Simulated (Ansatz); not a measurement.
ZnSiP$_{2}$ in the chalcopyrite structure (space group I-42d, No. 122)

```
ZnSiP2
1.0
   -2.70926     2.70926     5.26983
    2.70926    -2.70926     5.26983
    2.70926     2.70926    -5.26983
Zn Si P
2 2 4
Direct
  0.00000   0.00000   0.00000
  0.75000   0.25000   0.50000
  0.50000   0.50000   0.00000
  0.25000   0.75000   0.50000
  0.87500   0.85768   0.48268
  0.14232   0.62500   0.01732
  0.37500   0.39232   0.51732
  0.60768   0.12500   0.98268
```

All numbers come from DFT with PBE, PAW potentials and a 420 eV plane-wave cutoff in Ansatz (an electronic-structure program), no spin-orbit coupling. k-mesh 9×9×9 (Γ-centred); smearing 0.05 eV (Fermi–Dirac).

The volume per atom is 19.34 Å³, the density comes out as 3.34 g/cm³ and the band gap comes out as 1.36 eV, direct at Γ. The electron mass is 1.5 mₑ along c, 0.26 mₑ across. The hole mass is 0.16 mₑ along c, 0.40 mₑ across. The total energy comes out as -1366.884 eV/atom (σ→0; compares only within this code and set-up).

Effective masses come from finite differences of ±0.01 Å⁻¹. Stability against distortions was not tested.
